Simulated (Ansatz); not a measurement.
Worked example: self-consistent single point of LuAg4 (I4, 5 atoms in the cell) in Ansatz (a quantum-chemistry and plane-wave program).

Computed with PBEsol, default PAW files made with PBE (plane waves; Ansatz).

```
LuAg4
1.0
   -3.31879     3.31879     2.07391
    3.31879    -3.31879     2.07391
    3.31879     3.31879    -2.07391
Lu Ag
1 4
Direct
  0.01205   0.01205   0.00000
  0.59819   0.80284   0.40103
  0.40181   0.19716   0.59897
  0.80284   0.40181   0.20465
  0.19716   0.59819   0.79535
```

Reference input (self-consistent single point, DFT, PBEsol, plane waves, default PAW files made with PBE): basis.ecutwfc = 420 eV; kpoints.mp_grid.grid = 7 7 7; hamiltonian.xc = pbesol; hamiltonian.pseudopotentials = {kind: paw} (the program's default PAW files); scf.occupations.method = gaussian; scf.occupations.width = 0.1 eV. This run's input differs from it in these lines:

Ansatz 0.2 input:
```diff
@@ -14,3 +14,3 @@
 kpoints:
-  mp_grid: { grid: [7, 7, 7] }
+  mp_grid: { grid: [12, 12, 12] }
 hamiltonian:
@@ -19,3 +19,3 @@
 scf:
-  occupations: { method: gaussian, width: 0.1 }
+  occupations: { method: fermi_dirac, width: 0.3 }
 output:
```

The program printed (abridged):

```
SCF iter   1: F=—  HF=-44701.894974 eV  |F-HF|=—  |Δ(HF+E_count)|=         —  Δρ=9.04e-3  dr2=7.79e-2  ethr=1.77e-3  ⟨swp⟩=8.0  Hψ=71423  notcnv=0  defer=7
all-band conjugate gradients solve this SCF's bands
preconditioner: auto → Kerker (q_TF=auto, 2.774 Å⁻¹)
SCF iter   2: F=—  HF=-44701.872356 eV  |F-HF|=—  |Δ(HF+E_count)|=   2.26e-2  Δρ=2.18e-3  dr2=4.44e-3  ethr=7.71e-5  ⟨swp⟩=2.0  Hψ=31341  notcnv=0  defer=6
   [... lines left out ...]
SCF iter   5: F=—  HF=-44701.871293 eV  |F-HF|=—  |Δ(HF+E_count)|=   1.39e-4  Δρ=1.23e-4  dr2=1.37e-5  ethr=1.71e-7  ⟨swp⟩=3.0  Hψ=32472  notcnv=0  defer=6
SCF iter   6: F=—  HF=-44701.871295 eV  |F-HF|=—  |Δ(HF+E_count)|=   2.07e-6  Δρ=4.25e-5  dr2=1.55e-6  ethr=1.36e-8  ⟨swp⟩=2.4  Hψ=28759  notcnv=0  defer=6
SCF iter   7: F=—  HF=-44701.871295 eV  |F-HF|=—  |Δ(HF+E_count)|=   1.27e-7  Δρ=1.37e-5  dr2=1.99e-7  ethr=1.54e-9  ⟨swp⟩=2.0  Hψ=27441  notcnv=0  defer=6
SCF iter   8: F=-44701.871295 eV  HF=-44701.871295 eV  |F-HF|=2.10e-8  |Δ(HF+E_count)|=   5.54e-8  Δρ=5.73e-6  dr2=2.58e-8  ethr=9.90e-11  ⟨swp⟩=11.0  Hψ=99283  notcnv=0
SCF 1 converged in 8 iterations: F = -44701.871295 eV  dr2 = 2.58e-8
Free energy (F): -44701.871295 eV
Internal energy: -44701.418715 eV  (E = F + TS)
E sigma→0 (E₀):  -44701.645005 eV
Entropy (-TS):   -0.452580 eV (-90.516 meV/atom)
Fermi energy:    17.571063 eV
--- Forces (eV/Å), atoms counted from 1 ---
  atom   1  Lu     0.00000000     0.00000000    -0.36396411
  atom   2  Ag     0.04749071    -0.03864050     0.09098847
  atom   3  Ag    -0.04749071     0.03864050     0.09098847
  atom   4  Ag     0.03864050     0.04749071     0.09098847
  atom   5  Ag    -0.03864050    -0.04749071     0.09098847
--- Stress (GPa, compression-positive) ---
       -0.865759      -0.000000       0.000000
        0.000000      -0.865759       0.000000
        0.000000       0.000000      -0.971597
  P = ⅓ Tr σ = -0.9010 GPa (-9.010 kbar)
  The stress holds the Pulay correction. Without it, at fixed plane waves, as pw.x and ABINIT print it: P = -0.9483 GPa
```

The run converged in 8 iterations. Against the reference run the free energy goes down by 44.5 meV/atom, the pressure goes from -1.31 to -0.90 GPa and the largest force moves little (0.365 to 0.364 eV/Å).

The starting cell comes from a database of computed structures (which also holds hypothetical and non-ambient phases and stackings), without a prior relaxation at this level. Its lattice was rescaled by up to half a per cent. One atom was moved a little off its site on purpose. Ansatz's pressure includes its estimate of the finite-basis (Pulay) stress.

Cost on one core of a shared machine: roughly 2 min.
